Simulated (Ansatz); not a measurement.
## A computed series for CeO2: pressure series

The reference is CeO$_{2}$ in the fluorite structure (space group Fm-3m, No. 225; a = 5.4374 Å).

Cell and atoms are relaxed at each pressure.

All numbers come from Kohn–Sham DFT with the r2SCAN functional, run in Ansatz (a first-principles code) with PAW and 500 eV plane waves, without spin-orbit coupling.

```
pressure (GPa)  volume per atom (Å³/atom)
--------------  -------------------------
-2                                 13.541
-1                                 13.468
0                                  13.396
2.1                                13.254
4.5                                13.100
9                                       ?
15                                 12.521
22.5                               12.177
30                                 11.876
```

**Question.** Fit the third-order Birch–Murnaghan form P(V) = (3B₀/2)[(V₀/V)^(7/3) − (V₀/V)^(5/3)]·[1 + (3/4)(B₀′ − 4)((V₀/V)^(2/3) − 1)] (squares taken in P) to the rows shown and predict the withheld row.

**Answer.** Least squares on the printed values gives V₀ = 13.397 Å³/atom, B₀ = 191 GPa, B₀′ = 4.3; this predicts 12.835 Å³/atom, and the run gives 12.835 Å³/atom, in agreement.

Load acts through the strain it causes; cell and atoms are relaxed under it. Whether these cells are dynamically stable was not tested. No other phases were tried under pressure. Seeded moments were not kept for the base. The final runs are not spin-polarised.
